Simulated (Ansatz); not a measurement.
TiSi$_{2}$ (space group Cmcm, No. 63)

```cif
data_Si8Ti4
_chemical_formula_sum 'Si8 Ti4'
_space_group_name_H-M_alt 'Cmcm'
_space_group_IT_number 63
_space_group_name_Hall '-C 2c 2'
_cell_length_a 3.51487
_cell_length_b 13.34797
_cell_length_c 3.55712
_cell_angle_alpha 90.000
_cell_angle_beta 90.000
_cell_angle_gamma 90.000
loop_
_atom_site_label
_atom_site_type_symbol
_atom_site_symmetry_multiplicity
_atom_site_Wyckoff_symbol
_atom_site_fract_x
_atom_site_fract_y
_atom_site_fract_z
_atom_site_occupancy
Si1 Si 4 c 0.00000 0.06004 0.75000 1
Si2 Si 4 c 0.00000 0.25043 0.25000 1
Ti1 Ti 4 c 0.00000 0.60248 0.25000 1
```
(The calculation used a cell of 6 atoms; values per cell refer to that cell.)

The values are results of PBEsol (Ansatz, a quantum-chemistry and plane-wave program, PAW, no spin-orbit coupling), not measurements. Γ-centred 14×14×13 mesh, Fermi–Dirac width 0.05 eV.

```json
{
  "volume_per_atom": "13.91 Å³",
  "density": "4.14 g/cm³",
  "band_gap": "zero",
  "total_energy": "-1239.633 eV/atom (σ→0; compares only within this code and set-up)"
}
```

No phonon test of stability was made. All final runs are without spin polarisation.
